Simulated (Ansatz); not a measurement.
The reference is MoS$_{2}$ in the 2H-MoS2 type structure (space group P6_3/mmc, No. 194; a = 3.173 Å, c = 12.437 Å; layered, stacked along the Cartesian z axis). Axes: x lies along a and z along c of the hexagonal cell.

Computed with plane-wave PAW DFT at the r2SCAN+rVV10 level (Ansatz, an electronic-structure program, 500 eV), without spin-orbit coupling.

It is then changed as follows: tensile biaxial strain of 1.02 % in the plane normal to [001], as in epitaxy on a mismatched substrate; the out-of-plane cell vector and the atoms relax.

### Question
Estimate the effect on the ratio −ε⊥/ε∥.

### Answer
The ratio −ε⊥/ε∥ amounts to 0.43.

Stability against distortions was not tested.
